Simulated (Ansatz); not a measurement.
Where the default PAW files enter, the runs use the earlier of Ansatz's two default sets.

By PBEsol, the system below comes out a metal.

The ballistic (Sharvin) conductance counts the channels at the Fermi level: G/A = (e²/h) × channels of both spins per area.

Here is the system:

```
NiSi
1.0
    3.38773     0.00000     0.00000
    0.00000     5.24437     0.00000
    0.00000     0.00000     5.68118
Si Ni
4 4
Direct
  0.25000   0.82109   0.58232
  0.75000   0.17891   0.41768
  0.75000   0.67891   0.08232
  0.25000   0.32109   0.91768
  0.75000   0.50795   0.68852
  0.25000   0.49205   0.31148
  0.25000   0.99205   0.18852
  0.75000   0.00795   0.81148
```

Space group of this cell: Pnma. The cell is strained (all lengths scaled by 1.02); by PBEsol its mean pressure is -10.8 GPa.

The current flows along the normal of the first two printed cell vectors. No spin-orbit coupling; the value is a mean over 0.1 eV about the Fermi level.

Q: Compute, with PBEsol in Ansatz (an electronic-structure program), the ballistic conductance per area.

A: 0.50 × 10¹⁵ S/m² for both spins.
